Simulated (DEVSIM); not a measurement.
Device: abrupt Ge n-p junction, at 300 K.

Layer 1 from the left is Ge, thickness (μm) 1.40, Nd (cm⁻³) 1.5e15, τn (s) 0.00037, τp (s) 0.00037. Layer 2 from the left is Ge, thickness (μm) 45.0, Na (cm⁻³) 1.8e16, τn (s) 0.00037, τp (s) 0.00037.

Left contact: ohmic. Right contact: ohmic. Voltage is applied to the left contact. Recombination: SRH at mid-gap. Mobility is constant in doping.

This is a model device: material constants are rounded textbook-type values typed into the input, and sizes, dopings and lifetimes were drawn at random. Values at 300 K.

Ge: gap (eV) 0.664, affinity (eV) 4, permittivity 16, Nc (cm⁻³) 1.04e19, Nv (cm⁻³) 6e18, μn (cm²/Vs) 3900, μp (cm²/Vs) 1900.

Problem. Estimate by hand the built-in potential, the peak field at zero bias, and compare with a numerical solution.

Solution. 
- Built-in potential: ni = √(Nc Nv) exp(−Eg/2kT) = 2.09e13 cm⁻³ with Eg = 0.664 eV; Vbi = kT/q ln(Na Nd/ni²) = 0.285 V; numerical 0.285 V.
- Peak field at zero bias: depletion approximation: W = √(2εVbi/(qN)) = 0.604 μm with N = 1.38e15 cm⁻³; field = 2Vbi/W = 9450 V/cm; numerical 9620 V/cm (estimate below by 1.7 %).

DEVSIM, 1D drift-diffusion, Boltzmann statistics, complete ionisation; no tunnelling, impact ionisation, image-force lowering or self-heating.
